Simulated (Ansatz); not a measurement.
Quick settings and what they miss: Al3GaN4 (Pm, 8 atoms in the cell)

Self-consistent single point.

```
CELL_PARAMETERS angstrom
      5.11880     0.00000     0.00000
      0.00000     3.17576     0.00000
     -0.00341     0.00000     5.49829
ATOMIC_POSITIONS crystal
  Al 0.50010 0.50000 0.16728
  Al 0.00076 0.50000 0.83496
  Al 0.00089 0.00000 0.33158
  Ga 0.49971 0.00000 0.66616
  N  0.11014 0.00000 0.66630
  N  0.12259 0.50000 0.16717
  N  0.62590 0.50000 0.84128
  N  0.62351 0.00000 0.32526
```

Computed with LDA (PW92), PAW files made with PBE (plane waves; Ansatz, a first-principles code).

Base settings: basis.ecutwfc = 420 eV; kpoints.mp_grid.grid = 7 10 6; hamiltonian.xc = lda; hamiltonian.pseudopotentials = {kind: paw} (the program's default PAW files); scf.occupations.method = gaussian; scf.occupations.width = 0.05 eV.

Tight run (finer mesh or higher cutoff; not a proven limit): basis.ecutwfc: 420 eV → 590 eV; kpoints.mp_grid.grid: 7 10 6 → 10 14 9; scf.convergence.dr2_threshold: default (1e-07 eV) → 1e-09 eV. It gave top of the valence band (on the code's own zero) 6.94 eV; gap on the k-point mesh 3.21 eV; pressure -12.60 GPa; largest force (vector length) 0.191 eV/Å.

Quick runs, as changes from the base:
- A: the base itself
- B: basis.ecutwfc: 420 eV → 210 eV; kpoints.mp_grid.grid: 7 10 6 → 4 4 4; scf.occupations.method: gaussian → fermi_dirac; scf.occupations.width: 0.05 eV → 0.2 eV; kpoints.mp_grid.shift: default → 0.5 0.5 0.5; scf.convergence.dr2_threshold: default (1e-07 eV) → 0.0001 eV
- C: basis.ecutwfc: 420 eV → 250 eV; kpoints.mp_grid.grid: 7 10 6 → 3 3 3; scf.occupations.method: gaussian → methfessel_paxton; scf.occupations.width: 0.05 eV → 0.5 eV
- D: basis.ecutwfc: 420 eV → 295 eV; kpoints.mp_grid.grid: 7 10 6 → 4 4 4; hamiltonian.xc: lda → pbesol; kpoints.mp_grid.shift: default → 0.5 0.5 0.5; scf.convergence.dr2_threshold: default (1e-07 eV) → 0.001 eV [PBEsol]
- E: basis.ecutwfc: 420 eV → 335 eV; kpoints.mp_grid.grid: 7 10 6 → 2 2 2; hamiltonian.xc: lda → pbesol; scf.occupations.method: gaussian → methfessel_paxton; scf.occupations.width: 0.05 eV → 0.272 eV [PBEsol]
- F: basis.ecutwfc: 420 eV → 250 eV; kpoints.mp_grid.grid: 7 10 6 → 1 1 1; scf.occupations.method: gaussian → fermi_dirac; scf.occupations.width: 0.05 eV → 0.2 eV; scf.convergence.dr2_threshold: default (1e-07 eV) → 0.0001 eV
- G: kpoints.mp_grid.grid: 7 10 6 → 4 4 4; hamiltonian.xc: lda → b3lyp [B3LYP]
- H: kpoints.mp_grid.grid: 7 10 6 → 2 2 2; hamiltonian.xc: lda → hse06 [HSE06]

Energies are extrapolated to zero smearing width, which holds to low order in the width alone.

Dashes: energy of D, E, G, H, another energy zero; gap of F, left out as unsure on this mesh or at this smearing; count of G, H, another kind of functional, whose work the count does not hold.

Gaps are read on each run's own mesh, which may miss the band edges.

† marks runs with another functional, U, potentials or spin treatment: their distance from the tight run is not a convergence error alone.

The count of work is k-points × plane waves × bands × iterations; it is no time. 

Pressures in the table are Ansatz's without its Pulay estimate, at a fixed set of plane waves; the tight run's value above holds the estimate.

The starting cell comes from a database of computed structures (which also holds hypothetical and non-ambient phases and stackings), without a prior relaxation at this level. Its lattice was rescaled by a random factor within 2.5 % of one. In the base run, with a pressure of about -13 GPa the cell is away from its equilibrium volume at this level.

```csv
run,energy less tight (meV/atom),pressure less tight (GPa),largest miss in a force vector (eV/Å),gap on the mesh less tight (eV),count of work / tight
A,2.1,-0.34,0.001,-0.002,0.18
B,1793.7,-94.18,0.074,0.961,0.0048
C,588.3,-38.48,0.073,-0.210,0.0052
D†,–,-6.91,0.025,1.142,0.0077
E†,–,0.76,0.269,-0.140,0.0069
F,1773.6,-33.84,2.737,–,0.00046
G†,–,6.03,0.228,1.822,–
H†,–,3.19,0.288,1.303,–
```

Among the runs at the tight run's level, the energy misses run from 2.1 to 1793.7 meV/atom.

Keys are those of Ansatz 0.2.
